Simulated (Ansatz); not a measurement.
The parent structure is HfO2 in the fluorite structure (space group Fm-3m, No. 225; a = 5.058 Å).

The values are results of DFT with r2SCAN, PAW potentials and a 500 eV plane-wave cutoff in Ansatz (a quantum-chemistry and plane-wave program), scalar-relativistic without spin-orbit coupling, not measurements.

Before the change:

| Item | Result |
|---|---|
| Electron mass | 1.1 mₑ along k, 0.76 mₑ across (at X) |
| Density | 10.80 g/cm³ |
| Band gap | 4.30 eV |

One thing is altered: cell and atoms relaxed at a pressure of 3 GPa.

Problem. What does the calculation give for the electron mass, density and band gap after the change?

Solution. The electron mass goes from 1.1 mₑ along k, 0.76 mₑ across (at X) to 1.2 mₑ along k, 0.75 mₑ across (at X); the density goes up by 0.12 g/cm³ to 10.92 g/cm³; the band gap goes up by 0.03 eV to 4.33 eV.

Spin-orbit coupling, missing from the scalar runs, can matter with Hf. Load acts through the strain it causes; cell and atoms are relaxed under it. Masses are band curvatures over ±0.01 Å⁻¹ around the edge. Along k means along the line from Γ to the band edge. Stability against distortions was not tested. This is not the structure that HfO2 has at room temperature and ambient pressure.
